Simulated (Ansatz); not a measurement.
Base system: HfO₂ in the fluorite structure (space group Fm-3m, No. 225; a = 5.001 Å). Axes: x, y, z lie along the cube axes.

All numbers come from Ansatz (a quantum-chemistry and plane-wave program), LDA, PAW, cutoff 420 eV, no SOC.

Base values:

| Item | Result |
|---|---|
| Shortest interatomic distance | 2.166 Å |

Modification: a pure shear with ε_xy = ε_yx = 0.0029; the atoms relax in the strained cell.

Question: Estimate the effect on the stress, energy relative to the base and shortest interatomic distance.

Answer: The stress (xx, yy, zz, yz, xz, xy; compression positive) comes out as (0.00, 0.00, 0.00, 0.00, 0.00, -0.43) GPa; the energy hardly moves; the shortest interatomic distance falls by 0.003 Å to 2.163 Å.

No phonon test of stability was made. This is not the structure that HfO2 has at room temperature and ambient pressure.
